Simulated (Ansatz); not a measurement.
Given:

End structure of a constructed model of the (111)B surface of zinc-blende GaP (in the relaxation 3 Ga–Ga bonds formed; 3 Ga–Ga bonds broke), P-terminated, Ga trimer, 2x2 (bottom of the slab: 3 H on 4 bottom sites):

```xyz
38
Lattice="7.7885 0.0000 0.0000 -3.8942 6.7450 0.0000 0.0000 0.0000 30.5000" Properties=species:S:1:pos:R:3 pbc="T T T"
Ga     1.8946     1.1545     9.6760
Ga     5.8921     1.1550     9.6761
Ga    -0.0013     4.4373     9.6761
Ga     3.8930     4.4974    10.2618
P     -0.0007     2.2487    10.5892
P      3.8933     2.1887    10.5473
P     -1.8959     5.6514    10.5473
P      1.8933     5.6519    10.5469
Ga     0.0000     2.2483    12.9471
Ga     3.8942     2.2483    12.9471
Ga    -1.9471     5.6208    12.9471
Ga     1.9471     5.6208    12.9471
P      0.0000     0.0000    13.7420
P      3.8942     0.0000    13.7420
P     -1.9471     3.3725    13.7420
P      1.9471     3.3725    13.7420
Ga    -0.0027    -0.0443    16.1316
Ga     3.8912     0.0017    16.1168
Ga    -1.9889     3.3966    16.1314
Ga     1.9841     3.3970    16.1316
P      1.9389     1.1289    16.8683
P      5.8437     1.1287    16.8681
P     -0.0027     4.4924    16.8681
P      3.8918     4.4981    17.0556
Ga     1.9813     1.1044    19.2187
Ga     5.7992     1.1050    19.2181
Ga    -0.0044     4.5427    19.2181
Ga     3.8899     4.4992    19.5362
P     -0.0036     2.2504    20.2012
P      3.8901     2.1920    20.2656
P     -1.9004     5.6526    20.2656
P      1.8911     5.6532    20.2644
H      1.9221     1.1386     8.1132
H      5.8652     1.1417     8.1133
H     -0.0033     4.4673     8.1133
Ga     1.9632     1.1149    22.0879
Ga    -0.0051     4.5241    22.0866
Ga     5.8150     1.1149    22.0866
```

Set-up: 38 atoms, 14.1 Å thick at the start with caps and adatoms; mesh 3x3x1; 0.025 eV smearing; dipole correction on; 8 atoms held, the rest relaxed; symmetry of the start imposed; no spin, no spin-orbit, no U. It is one candidate, not shown to be the stable structure of the face.

Problem. Estimate the gap of the slab on its k-mesh that PBE (Ansatz, a quantum-chemistry and plane-wave program) returns for this input.

Solution. 1.01 eV

Problem. What highest filled level below the top vacuum level does PBE give?

Solution. 4.55 eV
